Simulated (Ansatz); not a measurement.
The reference is SiC in the zinc blende structure (space group F-43m, No. 216; a = 4.356 Å). Axes: x, y, z lie along the cube axes.

Level of theory: r2SCAN (Ansatz, a first-principles code; PAW; 500 eV plane waves; without spin-orbit coupling).

For the base:

- Pressure = 0.0 kbar
- Band gap = 1.71 eV

One thing is altered: the cell is stretched by 1.50 % along z with no lateral relaxation, atoms relaxed at fixed cell.

Q: What happens to the pressure and band gap?

A: The pressure (mean of the normal stresses, compression positive) goes from zero to -33.0 kbar; the band gap drops by 0.07 eV (1.71 eV → 1.64 eV).

The cells carry an imposed strain or load. No phonon test of stability was made.
